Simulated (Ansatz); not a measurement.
Ansatz (a quantum-chemistry and plane-wave program) run on ScB2 (P6mm, 3 atoms in the cell): relaxation of the atoms.

Method: LDA (PW92), default PAW files made with PBE (plane waves; Ansatz).

The change in words: one atom moved by 0.15 angstrom; relax: default → atoms; relax.f_tol: default → 0.01 eV/Å. Reference geometry:
```
ScB2
1.0
    3.12968     0.00000     0.00000
   -1.56484     2.71039     0.00000
    0.00000     0.00000     3.51772
Sc B
1 2
Cartesian
  0.00000   0.00000   0.00000
  1.56484   0.90346   1.75886
  0.00000   1.80692   1.75886
```

Reference input (self-consistent single point, DFT, LDA (PW92), plane waves, default PAW files made with PBE): basis.ecutwfc = 420 eV; kpoints.mp_grid.grid = 12 12 9; hamiltonian.xc = lda; hamiltonian.pseudopotentials = {kind: paw} (the program's default PAW files); scf.occupations.method = gaussian; scf.occupations.width = 0.1 eV. This run's input differs from it in these lines:

```diff
@@ -6,3 +6,3 @@
   atoms:
-    - { symbol: Sc, position: [0.000000, 0.000000, 0.000000] }
+    - { symbol: Sc, position: [0.000000, 0.000000, 0.042641] }
     - { symbol: B, position: [0.666667, 0.333333, 0.500000] }
@@ -18,2 +18,4 @@
   occupations: { method: gaussian, width: 0.1 }
+relax:
+  f_tol: 0.01
 output:
```

Output, abridged:

```
   [... SCF lines of the steps left out ...]
relax step   1: F+E_penalty+E_count = -2391.19623148 eV  Δ(F+E_penalty+E_count) = +0.000e0 eV  max|allowed force component| = 1.346e0 eV/Å  Δτ_max = 0.0000 Å  (6 SCF iters, dr2 threshold 2.50e-6 eV, accepted)
relax step   2: F+E_penalty+E_count = -2391.28629199 eV  Δ(F+E_penalty+E_count) = -9.006e-2 eV  max|allowed force component| = 4.539e-1 eV/Å  Δτ_max = 0.0664 Å  (6 SCF iters, dr2 threshold 1.00e-4 eV, accepted)
relax step   3: F+E_penalty+E_count = -2391.29770867 eV  Δ(F+E_penalty+E_count) = -1.142e-2 eV  max|allowed force component| = 3.201e-3 eV/Å  Δτ_max = 0.0333 Å  (6 SCF iters, dr2 threshold 1.29e-5 eV, accepted)
relax step   4: F+E_penalty+E_count = -2391.29770867 eV  Δ(F+E_penalty+E_count) = -2.092e-11 eV  max|allowed force component| = 3.194e-3 eV/Å  Δτ_max = 0.0000 Å  (6 SCF iters, accepted)
the relaxation is at rest under the 12 symmetry operations that the run kept from its start: a minimum is not shown …
Stability not checked: this state was not tested for a lower state beside it, because too few of the mixer's solves of this state at the end of the SCF gave a …
Free energy (F): -2391.297709 eV
Internal energy: -2391.294505 eV  (E = F + TS)
E sigma→0 (E₀):  -2391.296107 eV
Entropy (-TS):   -0.003203 eV (-1.068 meV/atom)
Fermi energy:    11.932171 eV
--- Forces (eV/Å), atoms counted from 1 ---
  atom   1  Sc     0.00000000    -0.00000000    -0.00319354
   [... lines left out ...]
  F+E_penalty+E_count = -2391.29770867 eV   max|allowed force component| = 3.194e-3 eV/Å
  atoms:
    - { symbol: Sc, position: [5.898320361922843e-19, 6.282127237818986e-26, 0.014280879719138351] }
    - { symbol: B, position: [0.6666666666666665, 0.3333333333333333, 0.5141800601404308] }
    - { symbol: B, position: [0.3333333333333333, 0.6666666666666666, 0.5141800601404308] }
```

The run converged.  The full log also holds: “iter 2 did not close the SCF: its close was put off for the readings that it lacked (scf_convergence_deferred on its scf_iter line)”. The full log also holds: “iter 3 did not close the SCF: its close was put off for the readings that it lacked (scf_convergence_deferred on its scf_iter line)”.

Summary of the result:
- Free energy E − TS (on the zero of these files) = -2391.2977 eV
- Fermi level (on the code's own zero) = 11.93 eV
- Pressure = -7.22 GPa
- Largest force (vector length) = 0.003 eV/Å
- Relaxation steps = 4

The starting cell comes from a database of computed structures (which also holds hypothetical and non-ambient phases and stackings), without a prior relaxation at this level. Its lattice was rescaled by up to half a per cent. For this run, on top of that: one atom moved by 0.15 angstrom. The relaxation keeps the symmetry of its start, so its end need not be a minimum. Ansatz's pressure includes its estimate of the finite-basis (Pulay) stress.

Keys are those of Ansatz 0.2.
